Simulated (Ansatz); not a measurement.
Abridged Ansatz (an electronic-structure program) output:

```
Relaxation: its limit of steps is 50 (relax.max_steps)
Pseudopotential: Ir, paw, valence charge 17
Crystal: 1 atoms, lattice volume = 14.106 Å³
Basis set: ecut = 420 eV, 283 PW (Γ), exchange–correlation on 40×40×40 points (8 copies of the dense FFT grid, shifted against one another)
Bands: 13, of which v1, the nominal top of the filled ones, is band 9 counted from 1 (8 counted from 0)
Symmetry: 12 space group operations
k-points: 2496 of 27000
Functional: x = slater, c = lda
SCF iter   1: F=—  HF=-11663.396320 eV  |F-HF|=—  |Δ(HF+E_count)|=         —  Δρ=5.84e-3  dr2=7.74e-4  ethr=1.77e-3  ⟨swp⟩=5.0  Hψ=165197  notcnv=0
SCF iter   2: F=—  HF=-11663.396373 eV  |F-HF|=—  |Δ(HF+E_count)|=   5.30e-5  Δρ=2.94e-3  dr2=1.88e-4  ethr=4.56e-6  ⟨swp⟩=1.8  Hψ=59207  notcnv=0
SCF 1 converged in 6 iterations: F = -11663.396458 eV  dr2 = 1.70e-10
relax step   1: F+E_penalty+E_count = -11663.39645827 eV  Δ(F+E_penalty+E_count) = +0.000e0 eV  max|allowed force component| = 0.000e0 eV/Å  Δτ_max = 0.0000 Å  P = -6.972 GPa  Ω = 14.106 Å³  fix = [a, b, gamma]  reactions: a -10.338, b -10.338 GPa  (6 SCF iters, dr2 threshold 1.00e-7 eV, accepted)
[... steps on the carried basis left out ...]
relax step   3: F+E_penalty+E_count = -11663.39646269 eV  Δ(F+E_penalty+E_count) = -4.421e-6 eV  max|allowed force component| = 0.000e0 eV/Å  Δτ_max = 0.0000 Å  P = -6.852 GPa  Ω = 14.102 Å³  energy of the carried Pulay correction = +1.187e-6 eV  fix = [a, b, gamma]  reactions: a -10.278, b -10.278 GPa  (5 SCF iters, accepted)
Crystal: 1 atoms, lattice volume = 14.102 Å³
SCF iter   1: F=—  HF=-11663.396463 eV  |F-HF|=—  |Δ(HF+E_count)|=         —  Δρ=8.74e-7  dr2=1.53e-11  ethr=3.54e-8  ⟨swp⟩=3.0  Hψ=249649  notcnv=0
SCF iter   2: F=—  HF=-11663.396462 eV  |F-HF|=—  |Δ(HF+E_count)|=   1.53e-6  Δρ=3.46e-7  dr2=4.29e-12  ethr=9.01e-14 (applied; sched 1.00e-12)  ⟨swp⟩=3.1  Hψ=75608  notcnv=0
SCF 4 converged in 4 iterations: F = -11663.396462 eV  dr2 = 9.19e-15
SCF converged after 4 iterations
Free energy (F): -11663.396462 eV
Internal energy: -11663.365797 eV  (E = F + TS)
E sigma→0 (E₀):  -11663.381129 eV
Entropy (-TS):   -0.030665 eV (-30.665 meV/atom)
Fermi energy:    25.549965 eV
--- Forces (eV/Å), atoms counted from 1 ---
  atom   1  Ir    -0.00000000     0.00000000     0.00000000
--- Stress (GPa, compression-positive) ---
      -10.278248      -0.000000      -0.000000
       -0.000000     -10.278248      -0.000000
       -0.000000      -0.000000      -0.000026
  P = ⅓ Tr σ = -6.8522 GPa (-68.522 kbar)
--- Relaxed structure (3 steps of the walk, 2 accepted, 1 SCFs on fresh bases) ---
  cell:  # Å, volume = 14.1020 Å³
    - [2.7290753852927225, 2.8867553650169e-11, 4.1595166740380627e-11]
    - [1.3645376926213613, 2.3634486125207363, 3.8808715535357026e-11]
    - [1.3645376926213715, -0.7878162041709953, 2.186343812166716]
  atoms:
    - { symbol: Ir, position: [0.0, 0.0, 0.0] }
```

Task: What was computed, and what are the main results?

Result: Ir, 1 atom in the cell, with LDA (Ansatz, PAW, without spin-orbit coupling). The last SCF converged to F = -11663.396462 eV, or -11663.3965 eV per atom, at a pressure of -6.85 GPa. The total energy compares only with runs of the same code, potentials and settings.

The cells carry an imposed strain or load. No phonon test of stability was made. All final runs are without spin polarisation. The cell was made from Ir in the fcc (Cu type) structure (space group Fm-3m, No. 225) by this change: biaxial strain +1.25 %, plane normal [111], relaxed out of plane.

Keys are those of Ansatz 0.2.
